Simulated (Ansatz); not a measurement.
Take TaC in the rock salt structure (space group Fm-3m, No. 225; a = 4.440 Å) as the base.

The change: Os takes the place of C on all its sites, then cell and atoms are relaxed.

Levels (all Ansatz, a first-principles code, PAW): PBEsol (420 eV, without spin-orbit coupling); PBEsol+SOC (420 eV, with spin-orbit coupling).

The geometry is relaxed with PBEsol.

| Item | Result |
|---|---|
| PBEsol pressure | 0.0 GPa |

Task: Predict the pressure from PBEsol+SOC.

Result: The pressure goes from zero to 0.4 GPa.

Single points use the geometry relaxed with PBEsol. Differences between runs with and without spin-orbit coupling are approximate. Stability against distortions was not tested. As relaxed here, TaOs is a hypothetical phase, not in the database extracts checked. The runs without spin-orbit coupling are not spin-polarised. An odd electron count without spin: TaOs and TaC.
